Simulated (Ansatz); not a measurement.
Input and output of a self-consistent single point for Ca₂W (Fd-3m, 6 atoms in the cell) (Ansatz, a quantum-chemistry and plane-wave program).

Computed with PBE (plane waves, PAW; Ansatz).

```yaml
crystal:
  lattice:
    - [0.00000, 4.87498, 4.87498]
    - [4.87498, 0.00000, 4.87498]
    - [4.87498, 4.87498, 0.00000]
  atoms:
    - { symbol: Ca, position: [0.12500, 0.12500, 0.12500] }
    - { symbol: Ca, position: [0.62500, 0.12500, 0.12500] }
    - { symbol: Ca, position: [0.12500, 0.62500, 0.12500] }
    - { symbol: Ca, position: [0.12500, 0.12500, 0.62500] }
    - { symbol: W, position: [0.75000, 0.75000, 0.75000] }
    - { symbol: W, position: [0.50000, 0.50000, 0.50000] }
```

Reference input (self-consistent single point, DFT, PBE, plane waves, default PAW files): basis.ecutwfc = 420 eV; kpoints.mp_grid.grid = 6 6 6; hamiltonian.xc = pbe; hamiltonian.pseudopotentials = {kind: paw} (the program's default PAW files); scf.occupations.method = cold; scf.occupations.width = 0.272 eV. This run's input differs from it in these lines:

Ansatz 0.2 input:
```diff
@@ -14,3 +14,3 @@
 basis:
-  ecutwfc: 420.0
+  ecutwfc: 295.0
 kpoints:
```

Log, with long lists cut:

```
SCF iter   1: F=—  HF=-28023.300555 eV  |F-HF|=—  |Δ(HF+E_count)|=         —  Δρ=8.80e-3  dr2=2.80e-1  ethr=1.77e-3  ⟨swp⟩=7.9  Hψ=2978  notcnv=0
all-band conjugate gradients solve this SCF's bands
preconditioner: auto → Kerker (q_TF=auto, 2.224 Å⁻¹)
SCF iter   2: F=—  HF=-28023.295747 eV  |F-HF|=—  |Δ(HF+E_count)|=   4.81e-3  S|Δr|=    0.00e0  Δρ=4.17e-3  dr2=2.26e-2  ethr=4.11e-4  ⟨swp⟩=1.1  Hψ=785  notcnv=0
   [... lines left out ...]
SCF iter   5: F=—  HF=-28023.297202 eV  |F-HF|=—  |Δ(HF+E_count)|=   5.58e-5  S|Δr|=    0.00e0  Δρ=6.07e-5  dr2=9.75e-6  ethr=2.45e-7  ⟨swp⟩=2.0  Hψ=871  notcnv=0
SCF iter   6: F=—  HF=-28023.297230 eV  |F-HF|=—  |Δ(HF+E_count)|=   2.81e-5  S|Δr|=    0.00e0  Δρ=1.66e-5  dr2=7.54e-7  ethr=1.43e-8  ⟨swp⟩=2.1  Hψ=839  notcnv=0
SCF iter   7: F=-28023.297230 eV  HF=-28023.297230 eV  |F-HF|=7.12e-9  |Δ(HF+E_count)|=   2.50e-7  S|Δr|=    0.00e0  Δρ=2.50e-6  dr2=1.34e-8  ethr=1.47e-10  ⟨swp⟩=8.8  Hψ=2744  notcnv=0
SCF 1 converged in 7 iterations: F = -28023.297230 eV  dr2 = 1.34e-8
Stability not checked (fill_not_monotonic)
Free energy (F): -28023.297230 eV
Internal energy: -28023.227461 eV  (E = F + TS)
E sigma→0 (E₀):  -28023.273974 eV
Entropy (-TS):   -0.069769 eV (-11.628 meV/atom)
Fermi energy:    5.817115 eV
--- Forces (eV/Å), atoms counted from 1 ---
  atom   1  Ca     0.00000000    -0.00000000    -0.00000000
   [... zero for the other atoms too ...]
--- Stress (GPa, compression-positive) ---
       -7.358986      -0.000000      -0.000000
       -0.000000      -7.358986      -0.000000
        0.000000       0.000000      -7.358986
  P = ⅓ Tr σ = -7.3590 GPa (-73.590 kbar)
  The stress holds the Pulay correction. Without it, at fixed plane waves, as pw.x and ABINIT print it: P = -8.7102 GPa
```

The run converged in 7 iterations. Against the reference run the free energy rises by 30.2 meV/atom and the pressure moves little (-7.37 to -7.36 GPa).

The starting cell was generated: these elements placed on a structure prototype, without a prior relaxation; it need not be a known phase or ordering of this composition. Spin polarisation is off. Ansatz's pressure includes its estimate of the finite-basis (Pulay) stress. Without the estimate this run gives -8.71 GPa. The cutoff lies below the one recommended for these files.
